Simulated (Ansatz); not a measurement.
Defect calculation: Ga on the N site in metastable zinc-blende GaN

All values below come from PBE, PAW (plane waves to 420 eV; Ansatz, a quantum-chemistry and plane-wave program). The supercell holds 64 host sites (2×2×2 repeats of the unit cell), with a 2×2×2 shifted k-point sampling for the final energies. Site at the start: the N site. Charged cells carry a point-charge image correction with potential alignment at far atoms. Dielectric constants: PBE linear response of the host. Host gap at this level: 1.54 eV. These values are not converged in cell size to better than tenths of an eV. PBE underestimates the host's gap, which shifts levels and can delocalise carriers. Spin–orbit coupling is left out. Each state is the lowest found from its start.

Formation energies E_f are given with the Fermi level at the valence-band maximum. Chemical conditions: Ga-rich (Δμ(Ga) = 0.00 eV, Δμ(N) = -0.87 eV; only phases computed here count, gases as isolated molecules at 0 K); N-rich (Δμ(Ga) = -0.87 eV, Δμ(N) = 0.00 eV; only phases computed here count, gases as isolated molecules at 0 K). Reference phases: Ga: alpha gallium, N: N2 molecule in a box.

| charge | moment (μB) | largest move off a lattice site (Å) | image correction with alignment (eV) | E_f, Ga-rich (eV) | E_f, N-rich (eV) | above the lowest spin state (eV) |
|---|---|---|---|---|---|---|
| +4† | not spin-polarised | 0.54 | 3.27 | – | – | 0.00 |
| +3† | 1.0 | 0.47 | 1.99 | – | – | 0.00 |
| +2† | not spin-polarised | 0.40 | 1.01 | – | – | 0.00 |
| +2 | 2.0 | 0.41 | 1.02 | 3.62 | 5.36 | 0.00 |
| +1 | 3.0 | 0.35 | 0.35 | 4.30 | 6.05 | 0.00 |
| 0† | 2.0 | 0.30 | 0.00 | 5.62 | 7.37 | 0.00 |
| 0 | not spin-polarised | 0.32 | 0.00 | 5.74 | 7.49 | 0.12 |

† Not settled in this cell, so no level is given: charge +4: level within 0.1 eV of a band edge or past it; charge +3: a level filled in part; charge +2: a level filled in part; charge 0: carriers not clearly localised.

Starting moments that weren't kept: charge +1 began with 1 μB and ended with 3.0.

Flagged in the runs: a doubtful potential alignment.
